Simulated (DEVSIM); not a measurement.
Device: abrupt Si n-p junction, at 300 K.

```csv
layer (left to right),material,thickness (μm),Nd (cm⁻³),Na (cm⁻³),τn (s),τp (s)
1,Si,46.0,2.7e16,-,9.3e-5,9.3e-5
2,Si,0.300,-,7.9e16,9.3e-5,9.3e-5
```

Left contact: ohmic. Right contact: ohmic. Voltage is applied to the left contact. Recombination: SRH at mid-gap, radiative, Auger. Mobility is constant in doping.

Constants are typed, rounded textbook-type inputs, not results; the design itself was drawn at random and stands for no fabricated device. Values at 300 K.

```tsv
parameter	Si
gap (eV)	1.124
affinity (eV)	4.05
permittivity	11.7
Nc (cm⁻³)	2.86e19
Nv (cm⁻³)	3.1e19
μn (cm²/Vs)	1417
μp (cm²/Vs)	470
B (cm³/s)	4.7e-15
Cn (cm⁶/s)	2.8e-31
Cp (cm⁶/s)	9.9e-32
```

Model (solved in DEVSIM): 1D drift-diffusion, Boltzmann statistics, complete ionisation; no tunnelling, impact ionisation, image-force lowering or self-heating.

Problem. Tabulate band edges, carrier densities and field at zero bias.

Solution. Energies count from the Fermi level of the right contact; mesh points crowd at the junctions.

```csv
x (μm),Ec (eV),Ev (eV),n (cm⁻³),p (cm⁻³),field (V/cm)
0.000,0.180,-0.944,2.7e16,4300,≈ 0
0.02811,0.180,-0.944,2.7e16,4300,≈ 0
0.09384,0.180,-0.944,2.7e16,4300,≈ 0
0.2318,0.180,-0.944,2.7e16,4300,≈ 0
0.7144,0.180,-0.944,2.7e16,4300,≈ 0
1.579,0.180,-0.944,2.7e16,4300,≈ 0
3.598,0.180,-0.944,2.7e16,4300,≈ 0
10.43,0.180,-0.944,2.7e16,4300,≈ 0
22.67,0.180,-0.944,2.7e16,4300,≈ 0
34.97,0.180,-0.944,2.7e16,4300,≈ 0
41.13,0.180,-0.944,2.7e16,4300,≈ 0
44.33,0.180,-0.944,2.7e16,4300,≈ 0
45.24,0.180,-0.944,2.7e16,4300,≈ 0
45.66,0.180,-0.944,2.7e16,4300,≈ 0
45.90,0.286,-0.838,4.5e14,260000,26000
45.97,0.566,-0.558,8.8e9,1.3e10,55000
46.00,0.748,-0.376,7800000,1.5e13,67000
46.02,0.886,-0.238,38000,3.1e15,38000
46.10,0.969,-0.155,1500,7.6e16,710
46.20,0.970,-0.154,1500,7.9e16,≈ 0
46.26,0.970,-0.154,1500,7.9e16,≈ 0
46.30,0.970,-0.154,1500,7.9e16,≈ 0
```
